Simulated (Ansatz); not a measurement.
## By hand: energy of configuration A over configuration B

Subject: the energy of configuration A over configuration B. The value is E(A) − E(B).

A: a supercell of 216 sites of C (diamond, Fd-3m) with H off the lattice sites (10 C at 1.56–1.81 Å); an odd number of electrons; spin state with PBE: net moment 1.0 μB a cell.

B: a supercell of 216 sites of C (diamond, Fd-3m) with H off the lattice sites (2 C at 1.14 Å); an odd number of electrons; spin state with PBE: parallel moments, net moment 1.0 μB a cell.

Method: Ansatz (a program for electronic structure), PAW, neutral cells at 0 K with nuclei at rest, on structures from PBE. Ansatz runs with its PAW set soft_1. Other levels take these structures. The lattices are those relaxed with PBE, so at other levels the solids can be strained, which adds to the spread. Larger cells are relaxed from a start prepared with the learned potential CHGNet, on a coarser mesh till forces fall under 0.03 eV/Å, which some starts already meet. A dispersion term (D3(BJ), or D4 for r2SCAN) was computed beside these levels and is taken off wherever the name lacks it. No search over spin orders was made beyond those shown. Cell A has symmetry P-43m and got no random move, so less symmetric positions, which may lie lower, weren't tried. Cell B has symmetry R-3m and got no random move, so less symmetric positions, which may lie lower, weren't tried.

Total energies of the cells in eV, at zero smearing width. They compare only within one column; the weights balance every element.

```json
[
 {"cell": "A: C:H_i", "atoms": "217", "weight": "+1", "r2SCAN": "-54345.00265", "PBE+D3(BJ)": "-54225.45801"},
 {"cell": "B: C:H_i", "atoms": "217", "weight": "−1", "r2SCAN": "-54346.53157", "PBE+D3(BJ)": "-54226.74056"}
]
```

r2SCAN: (-54345.00265) − (-54346.53157) = 1.529 eV.

PBE+D3(BJ): (-54225.45801) − (-54226.74056) = 1.283 eV.

What follows from the r2SCAN value: With equal degeneracies and no entropy terms, the ratio of A to B in equilibrium is exp(−ΔE/k_BT) with ΔE = 1.529 eV: 2.1×10^-26 at 300 K and 2.0×10^-8 at 1000 K.
